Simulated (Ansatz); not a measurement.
Al2Cu (P4/mmm, No. 123, 3 atoms in the cell; start mp-12794; a measured phase of this formula has another space group), treated with LDA in Ansatz (PAW).

Input file:

Ansatz 0.2 input:
```yaml
crystal:
  lattice:
    - [4.0240810323, 0.0, 0.0]
    - [0.0, 4.0240810323, 0.0]
    - [0.0, 0.0, 2.7895265697]
  atoms:
    - { symbol: Al, position: [0.5, 0.0, 0.5] }
    - { symbol: Al, position: [0.0, 0.5, 0.5] }
    - { symbol: Cu, position: [0.0, 0.0, 0.0] }
basis:
  ecutwfc: 520
  ecutrho_ratio: 4
  xc_grid: 2
kpoints:
  mp_grid: { grid: [14, 14, 20] }
hamiltonian:
  xc: lda
  dispersion: none
  pseudopotentials: { kind: paw }
scf:
  occupations: { method: fermi_dirac, width: 0.05 }
output:
  forces: true
  stress: true
  eigenvalues: true
relax:
  f_tol: 0.004
  escape_saddle: false
  max_steps: 80
  cell: { stress_tol: 0.02, fix: [volume] }
```

The run printed, among other lines:

```
Relaxation: its limit of steps is 80 (relax.max_steps)
Crystal: 3 atoms, lattice volume = 45.171 Å³
Basis set: ecut = 520 eV, 1219 PW (Γ), exchange–correlation on 60×60×48 points (8 copies of the dense FFT grid, shifted against one another)
Bands: 17, of which v1, the nominal top of the filled ones, is band 13 counted from 1 (12 counted from 0)
Symmetry: 16 space group operations
Space group: P4/mmm (ITA 123), of the structure as read, at distance tolerance 3.6e-5 Å
k-points: 396 of 3920
Functional: x = slater, c = lda
SCF iter   1: F=—  HF=-7581.639984 eV  |F-HF|=—  |Δ(HF+E_count)|=         —  Δρ=1.58e-2  dr2=5.87e-2
SCF iter   2: F=—  HF=-7581.628708 eV  |F-HF|=—  |Δ(HF+E_count)|=   1.13e-2  Δρ=2.05e-3  dr2=1.72e-3
  ...
SCF 1 converged in 7 iterations: F = -7581.627485 eV  dr2 = 3.03e-8
Crystal: 3 atoms, lattice volume = 45.171 Å³
Initial density: handed on by an earlier stage of this run
SCF 2 converged in 4 iterations: F = -7581.627490 eV  dr2 = 7.82e-9
Crystal: 3 atoms, lattice volume = 45.171 Å³
SCF iter   5: F=—  HF=-7581.627490 eV  |F-HF|=—  |Δ(HF+E_count)|=  1.27e-11  Δρ=2.02e-7  dr2=2.27e-11
SCF iter   6: F=-7581.627490 eV  HF=-7581.627490 eV  |F-HF|=9.09e-13  |Δ(HF+E_count)|=  4.55e-12  Δρ=3.39e-8  dr2=9.39e-13
SCF 3 converged in 6 iterations: F = -7581.627490 eV  dr2 = 9.39e-13
SCF converged after 6 iterations
Free energy (F): -7581.627490 eV
Internal energy: -7581.621422 eV  (E = F + TS)
E sigma→0 (E₀):  -7581.624456 eV
Fermi energy:    10.049641 eV
--- Forces (eV/Å), atoms counted from 1 ---
  atom   1  Al     0.00000000    -0.00000000     0.00000000
  atom   2  Al     0.00000000     0.00000000     0.00000000
  atom   3  Cu     0.00000000     0.00000000     0.00000000
--- Stress (GPa, compression-positive) ---
        2.234195       0.000000       0.000000
        0.000000       2.234195       0.000000
        0.000000       0.000000       2.255149
  P = ⅓ Tr σ = 2.2412 GPa (22.412 kbar)
```

The cell is one volume of an energy–volume scan, off the minimum.

The PAW data were made under PBE.

Note: the run has no spin polarisation, so it can have missed a magnetic state. Note: the relaxation could not lower the start's symmetry, so the cell can be a saddle point above a distorted one.

The result took very roughly 23 core-seconds.

A start named mp-… is a Materials Project structure, which need not be a measured phase.

Ansatz is an electronic-structure program.
